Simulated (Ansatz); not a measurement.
The starting structures come from a database of crystals and need not be the phases stable at ambient conditions.

By PBEsol, the system below comes out a metal.

Given:

```
YGe2
1.0
    3.91513     0.00000     0.00000
    0.00000     3.91513     0.00000
    1.95756    -1.95756     8.15959
Y Ge
2 4
Direct
  0.50000   0.50000   0.00000
  0.75000   0.75000   0.50000
  0.17201   0.32799   0.65598
  0.92201   0.07799   0.15598
  0.07799   0.92201   0.84402
  0.32799   0.17201   0.34402
```

Space group of this cell: I4_1/amd. The cell is strained (all lengths scaled by 0.98); by PBEsol its mean pressure is 1.0 GPa.

The current flows along the normal of the first two printed cell vectors, the (001) plane of the conventional cell. No spin-orbit coupling; the value is a mean over 0.1 eV about the Fermi level.

**Question.** Predict the ballistic conductance per area from Ansatz (a program for electronic structure) with PBEsol.

**Answer.** 0.52 × 10¹⁵ S/m² for both spins.
